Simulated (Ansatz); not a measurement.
We consider Sr2BeN2 (model structure, started from the Ca2ZnN2 type, I4/mmm, No. 139, 5 atoms in the cell), described by PBE in Ansatz (plane waves, PAW).

Run with plane-wave cutoff 520 eV, 12×12×12 k mesh, Fermi–Dirac smearing 0.01 eV, scalar-relativistic PAW data made under PBE.

Cell (relaxed with PBEsol):

```yaml
crystal:
  lattice:
    - [-1.88950, 1.88950, 5.88763]
    - [1.88950, -1.88950, 5.88763]
    - [1.88950, 1.88950, -5.88763]
  atoms:
    - { symbol: Sr, position: [0.65182, 0.65182, 0.00000] }
    - { symbol: Sr, position: [0.34818, 0.34818, 0.00000] }
    - { symbol: Be, position: [0.00000, 0.00000, 0.00000] }
    - { symbol: N, position: [0.86883, 0.86883, 0.00000] }
    - { symbol: N, position: [0.13117, 0.13117, 0.00000] }
```

Problem. What does this level give for the band gap?

Solution. 
- band gap = 0.94 eV

Note: the relaxation could raise the start's symmetry but not lower it, so the cell can be a saddle point; cell and atoms aren't relaxed at this level (largest force component 0.13 eV/Å, pressure 2.8 GPa).

Spin–orbit coupling is not included.

The computed numbers hold no vibrational or temperature effects.

Cost on a shared machine: about 17 core-seconds (a rough figure).

A model structure was made by putting elements into a prototype or built by hand; it is no filed structure, need not be a known phase, and can be a saddle point held by its symmetry.

Ansatz is an electronic-structure program.
